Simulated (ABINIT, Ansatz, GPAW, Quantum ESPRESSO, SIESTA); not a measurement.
## Mg₆ZrSi (Amm2, 8 atoms in the cell) computed with different codes at matched settings

Self-consistent single point, at a second geometry (lattice scaled by 0.98). First geometry:

```
Mg6ZrSi
1.0
    4.82386     0.00000     0.00000
    0.00000     3.20636     5.42384
    0.00000    -3.20636     5.42384
Mg Zr Si
6 1 1
Direct
  0.00000   0.33350   0.83036
  0.00000   0.83036   0.33350
  0.00000   0.33315   0.33315
  0.50000   0.17109   0.66209
  0.50000   0.66209   0.17109
  0.50000   0.16751   0.16751
  0.00000   0.82339   0.82339
  0.50000   0.67891   0.67891
```

Shared settings, as Ansatz (an electronic-structure program) writes them: kpoints.mp_grid.grid = 4 3 3; scf.occupations.method = fermi_dirac; scf.occupations.width = 0.1 eV. Potentials and cutoffs stand in the table.

```csv
code,model,ΔF from the first geometry (meV/atom),pressure (GPa),largest force (eV/Å),cutoff
ABINIT,"PBEsol, norm-conserving pseudopotentials (PseudoDojo nc-sr-04 PBEsol standard)",5.7,2.51,0.133,42 Ha
Quantum ESPRESSO,"PBEsol, SSSP 1.1.2 efficiency (PBE) pseudopotentials",5.7,2.56,0.137,50 Ry
GPAW,"PBEsol, GPAW PAW datasets PBEsol (made by gpaw-setup)",5.2,2.48,0.128,850 eV
Ansatz,"PBEsol, PAW files made with PBE",5.2,2.46,0.129,default
SIESTA,"GGA PBEsol, numerical atomic orbitals DZP, PseudoDojo PBEsol standard norm-conserving potentials (rewritten from UPF to PSML)",26.0,5.38,–,grid 350 Ry
```

Size of the force on each atom (eV/Å): Sizes of forces hide their directions.

```json
[
 {"code": "ABINIT", "Mg1": "0.077", "Mg2": "0.077", "Mg3": "0.032", "Mg4": "0.036", "Mg5": "0.036", "Mg6": "0.030", "Zr7": "0.035", "Si8": "0.133"},
 {"code": "Quantum ESPRESSO", "Mg1": "0.082", "Mg2": "0.082", "Mg3": "0.034", "Mg4": "0.036", "Mg5": "0.036", "Mg6": "0.027", "Zr7": "0.035", "Si8": "0.137"},
 {"code": "GPAW", "Mg1": "0.078", "Mg2": "0.078", "Mg3": "0.033", "Mg4": "0.035", "Mg5": "0.035", "Mg6": "0.026", "Zr7": "0.035", "Si8": "0.128"},
 {"code": "Ansatz", "Mg1": "0.078", "Mg2": "0.078", "Mg3": "0.032", "Mg4": "0.035", "Mg5": "0.035", "Mg6": "0.025", "Zr7": "0.034", "Si8": "0.129"}
]
```

A dash marks a value that a program does not give, or that is left out as unsure.

The spread over the programs that give each value: ΔF from the first geometry within 20.8 meV/atom; pressure within 2.92 GPa; largest force within 0.009 eV/Å.

SIESTA uses small atom-centred bases, whose incompleteness enters pressures, forces and empty levels differently from a plane-wave cutoff. Ansatz's pressure is given at a fixed set of plane waves, as the other plane-wave codes print theirs. In the pressure, SIESTA (by 2.89) lies more than 1 GPa from the median of the plane-wave programs.

The shared mesh is coarse (it stands for a supercell whose shortest vector is 19 Å), so the values are not converged in it.

The starting cell comes from a database of computed structures (which also holds hypothetical and non-ambient phases and stackings), without a prior relaxation at this level. For this run, on top of that: lattice scaled by 0.98.

Left out of this page: CP2K (unsound by tests on forces, stress, charge or solver warnings).

Keys are those of Ansatz 0.2.
